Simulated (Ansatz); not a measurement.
Input:

End structure of a constructed model of the (0001) surface of hcp Zr, a pseudomorphic layer of Mo in the host's stacking (bottom of the slab: a bare face, its two planes held):

```xyz
7
Lattice="3.2325 0.0000 0.0000 -1.6162 2.7994 0.0000 0.0000 0.0000 32.0000" Properties=species:S:1:pos:R:3 pbc="T T T"
Zr     1.6162     0.9331     8.1105
Zr     0.0000     1.8663    10.6955
Zr     1.6162     0.9331    13.3091
Zr     0.0000     1.8663    15.9108
Zr     1.6162     0.9331    18.4475
Zr     0.0000     1.8663    21.1635
Mo     1.6162     0.9331    23.1025
```

Set-up: 7 atoms, 15.8 Å thick at the start; mesh 13x13x1; 0.1 eV smearing; dipole correction on; 2 atoms held, the rest relaxed; symmetry of the start imposed; no spin, no spin-orbit, no U. It is one candidate, not shown to be the stable structure of the face.

Task: Estimate the work function of the top face that PBE (Ansatz, a program for electronic structure) returns for this input.

Result: 4.17 eV
